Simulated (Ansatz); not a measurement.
Start from Ag in the fcc (Cu type) structure (space group Fm-3m, No. 225; a = 4.1043 Å; relaxed with 0.1 eV smearing). Axes: x, y, z lie along the cube axes.

Structures relaxed with r2SCAN (Ansatz, a program for electronic structure), no spin-orbit coupling.

Base:

Simulated powder pattern, Co Kα, λ = 1.79026 Å (kinematic, ideal powder, no thermal factors, no anomalous dispersion; the 8 strongest lines at most, above 2 %, up to 2θ = 90°):

| 2θ (°) | I/Imax (%) | hkl |
|---|---|---|
| 44.39 | 100 | (111) |
| 51.72 | 48 | (200) |
| 76.18 | 30 | (220) |

After one change:

Simulated powder pattern, Co Kα, λ = 1.79026 Å (kinematic, ideal powder, no thermal factors, no anomalous dispersion; the 8 strongest lines at most, above 2 %, up to 2θ = 90°):

| 2θ (°) | I/Imax (%) |
|---|---|
| 44.30 | 100 |
| 44.48 | 99 |
| 51.72 | 95 |
| 75.92 | 10 |
| 76.18 | 40 |
| 76.44 | 9.8 |

Which change produced these results?
A. tensor shear ε_xy = +1.14 %
B. tensor shear ε_xy = +2.00 %
C. tensor shear ε_xy = +1.71 %
D. tensor shear ε_xy = +0.29 %

D, tensor shear ε_xy = +0.29 %. Its volume per atom is 17.28 Å³ against 17.28 Å³, and its space group is Immm (No. 71).

The cells carry an imposed strain or load. No phonon test of stability was made.
